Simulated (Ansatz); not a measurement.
Results of RPBE (Ansatz, a first-principles code, plane waves, PAW) for C11b WSi2.

Run with plane-wave cutoff 520 eV, 24×24×24 k mesh, Fermi–Dirac smearing 0.05 eV, no spin polarisation, scalar-relativistic PAW data made under PBE.

Cell (relaxed at this level):

```
WSi2
1.0
   -1.62143     1.62143     3.94866
    1.62143    -1.62143     3.94866
    1.62143     1.62143    -3.94866
Si W
2 1
Direct
  0.66548   0.66548   0.00000
  0.33452   0.33452   0.00000
  0.00000   0.00000   0.00000
```

### Question
What does this level give for the bulk modulus B0 and pressure derivative B′ of the bulk modulus?

### Answer

- bulk modulus B0: 211 GPa
- pressure derivative B′ of the bulk modulus: 4.4

The run finds no gap.

Note: the bulk modulus comes from volumes at which shape and atoms were relaxed.

Spin–orbit coupling is not included.

It cost very roughly 21 core-minutes of CPU time.
